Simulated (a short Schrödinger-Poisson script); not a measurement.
System: MOS inversion layer, SiO2 on p-type Si(100), at 400 K.

From the gate side: 3.6 nm SiO2; 220 nm Si, acceptors 3.9e18 cm⁻³.

The device is made up for the run: typed textbook-type constants, with dimensions and the other settings drawn at random. SiO2: permittivity 3.9, conduction-band edge (eV) 3.15, gap (eV) 9, electron mass (mₑ) 0.5. Si: permittivity 11.7, conduction-band edge (eV) 0, gap (eV) 1.124, Nv at 300 K (cm⁻³) 3.1e19.

Channel valleys (confinement mass, in-plane density-of-states mass, number): Δ2 0.916, 0.19, 2; Δ4 0.19, 0.417, 4. At the gate the conduction-band edge of layer 1 lies 3.72 eV − eVg above the Fermi level of the channel; the field vanishes at the back. Gaps are held at their typed values at every temperature. Mesh 0.03 nm at interfaces.

From a short Schrödinger-Poisson script (our own, NumPy): 1D Poisson equation in equilibrium, electrons quantum, Hartree (BenDaniel-Duke, 12 states a valley, the channel's in-plane mass for all, wave functions free to enter the dielectric), parabolic valleys, classical holes, full ionisation, no traps, pinning or gate leakage.

```tsv
Vg (V)	electrons (cm⁻²)	C (μF/cm²)	Δ2 E0 (meV from the Fermi level)	Δ4 E0 (meV from the Fermi level)
1.65	7.87e9	0.377	236.7	323.5
1.8	7.99e10	0.459	156.0	245.4
1.95	3.97e11	0.644	99.5	191.1
2.1	9.54e11	0.749	67.8	161.3
2.25	1.62e12	0.797	47.8	142.9
2.4	2.34e12	0.822	33.3	130.0
2.55	3.10e12	0.838	21.9	120.1
2.7	3.87e12	0.848	12.4	112.0
2.85	4.65e12	0.856	4.1	105.2
3	5.44e12	0.861	-3.2	99.2
3.15	6.24e12	0.866	-9.8	93.9
3.3	7.05e12	0.870	-16.0	89.1
3.45	7.86e12	0.873	-21.7	84.7
3.6	8.67e12	0.876	-27.0	80.7
3.75	9.49e12	0.878	-32.0	76.9
3.9	1.03e13	0.880	-36.9	73.3
```

Gate voltages with under 1e9 electrons/cm² are left out.

### Question
At Vg = 3.9 V the lowest Δ2 subband lies at -36.9 meV from the Fermi level. How many electrons does it hold, and what share of all?

### Answer
The two-dimensional density of states is g m/(πħ²) = 1.59e11 cm⁻² meV⁻¹ (both spins), kT = 34.5 meV, so n = D kT ln(1 + exp(−E/kT)) = 7.46e12 cm⁻², 0.72 of the 1.03e13 cm⁻² in all.

### Question
Compare the slope of the sheet density between 3.6 and 3.9 V with the geometric capacitance of the layers between gate and channel.

### Answer
q Δn/ΔV = 0.871 μF/cm²; ε0/Σ(t/ε) = 0.959 μF/cm². The ratio is 0.91: the channel acts as a further capacitance in series.
